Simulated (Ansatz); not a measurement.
The starting structures come from a database of crystals and need not be the phases stable at ambient conditions.

 Where the default PAW files enter, the runs use the earlier of Ansatz's two default sets.

Inside the gap of an insulator the Bloch states are evanescent, with a wavenumber k + iκ along the transport direction.

Given:

```xyz
7
Lattice="4.9284 0.0000 0.0000 0.0000 4.9284 0.0000 2.4642 -2.4642 7.8094" Properties=species:S:1:pos:R:3 pbc="T T T"
K      2.4642     2.4642     2.2169
K      4.9284     0.0000     5.5924
Mg     0.0000     0.0000     0.0000
Cl     2.4642     2.4642     5.3052
Cl     4.9284     0.0000     2.5041
Cl     2.4642     0.0000     0.0000
Cl     0.0000     2.4642     0.0000
```

Space group of this cell: I4/mmm. The cell is taken as given.

Transport runs along the normal of the first two printed cell vectors, the (001) plane of the conventional cell.

The gap is the functional's own. No spin-orbit coupling. Mid-gap values are interpolated on the energy grid.

Question: Estimate the band gap and the smallest decay constant κ at mid-gap that Ansatz (a program for electronic structure) with r2SCAN returns for this system.

Answer: Gap 5.71 eV on a 6×6×6 mesh; κ = 0.433 1/Å, at the zone centre.
